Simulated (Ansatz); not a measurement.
**Effect of isotropic strain +0.75 % on ZnGeP2**

The reference is ZnGeP₂ in the chalcopyrite structure (space group I-42d, No. 122; a = 5.3740 Å, c = 10.6255 Å).

One thing is altered: every lattice vector is stretched by 0.75 %, atoms relaxed at fixed cell.

Calculations: Ansatz (a first-principles code) LDA, without spin-orbit coupling. k-mesh 9×9×9 (Γ-centred); smearing 0.05 eV (Fermi–Dirac).

```csv
quantity,base,changed,shift
volume per atom,19.18 Å³,19.61 Å³,+0.43 Å³
shortest interatomic distance,2.317 Å,2.333 Å,+0.016 Å
energy relative to the base (free energy F),0 meV/atom,+2.6 meV/atom,+2.6 meV/atom
band gap,1.00 eV,1.04 eV,+0.031 eV
gap character,"indirect, Γ → M–S (33 % along)","indirect, Γ → M–S (33 % along)",–
mean gap deformation potential ΔEg/Δln V,–,+1.4 eV,–
hole mass,"0.099 mₑ along c, 0.32 mₑ across (at Γ)","0.090 mₑ along c, 0.33 mₑ across (at Γ)",–
"valence-band top at Γ (three highest levels, from the VBM)","0.00, -0.07, -0.07 eV","0.00, -0.07, -0.07 eV",–
```

Cost of the whole job for the changed cell (relaxation, final SCF and bands): about 2.5 core-minutes (a rough figure).

Masses are band curvatures over ±0.01 Å⁻¹ around the edge. No phonon test of stability was made.
